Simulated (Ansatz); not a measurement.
**How the band gap of PbI₂ (P6₃mc, No. 186) moves with the method**

No measured value is used here.

```
level (code)                                 value (eV)  cell (Å³/atom)
-------------------------------------------  ----------  --------------
LDA (Ansatz)                                       1.93           39.25
PBEsol (Ansatz)                              (withheld)           42.24
dielectric-dependent PBEsol hybrid (Ansatz)        3.05           42.27
HSE06 (Ansatz)                                     2.98           42.27
PBE0 (Ansatz)                                      3.62           42.27
```

### Question
What belongs in the gaps?

### Answer

- PBEsol (Ansatz, a program for electronic structure), value (eV): 2.17

Computed values are for a static lattice. Spin–orbit coupling is included only where a level's name says +SOC; with heavier elements it mostly lowers gaps and can invert bands.  LDA: LDA has no dispersion term either, though it tends to give short spacings of layers, chains or molecules. PBEsol, dielectric-dependent PBEsol hybrid, HSE06, PBE0: the cell comes from a level without a dispersion term, which matters for the spacing of layers, chains or molecules. Values are at the PBEsol cell; LDA at the level's own equilibrium cell; PBEsol at the level's own relaxed cell. Cutoffs and k meshes differ between the levels. Ansatz's density-functional and Hartree–Fock values are scalar-relativistic unless marked +SOC, with PAW data made under PBE.
